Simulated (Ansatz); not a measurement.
**SiSe2 (space group Ibam, No. 72; made of chains)**

```cif
data_Se8Si4
_chemical_formula_sum 'Se8 Si4'
_space_group_name_H-M_alt 'Ibam'
_space_group_IT_number 72
_space_group_name_Hall '-I 2 2c'
_cell_length_a 6.61699
_cell_length_b 11.27169
_cell_length_c 5.93268
_cell_angle_alpha 90.000
_cell_angle_beta 90.000
_cell_angle_gamma 90.000
loop_
_atom_site_label
_atom_site_type_symbol
_atom_site_symmetry_multiplicity
_atom_site_Wyckoff_symbol
_atom_site_fract_x
_atom_site_fract_y
_atom_site_fract_z
_atom_site_occupancy
Se1 Se 8 j 0.31093 0.39017 0.00000 1
Si1 Si 4 a 0.00000 0.00000 0.25000 1
```
(The calculation used a cell of 6 atoms; values per cell refer to that cell.)

Level of theory: PBE, PAW, 420 eV (Ansatz, a first-principles code; spin-orbit coupling left out), earlier PAW set. k-mesh 8×8×8 (Γ-centred); smearing 0.05 eV (Fermi–Dirac).

Volume per atom: 36.87 Å³
Density: 2.79 g/cm³
Band gap: 2.21 eV, indirect, Σ₀–Γ (12 % along) → k = (3/8, 3/8, -3/8) in the run's primitive reciprocal basis
Electron mass: 1.1 mₑ along a, 1.3 mₑ along b, 1.0 mₑ along c
Total energy: -3858.455 eV/atom (σ→0; compares only within this code and set-up)

Masses are band curvatures over ±0.01 Å⁻¹ around the edge. No phonon test of stability was made. No dispersion term is included, though the crystal is made of layers, chains or molecules, so its spacings can come out too wide.
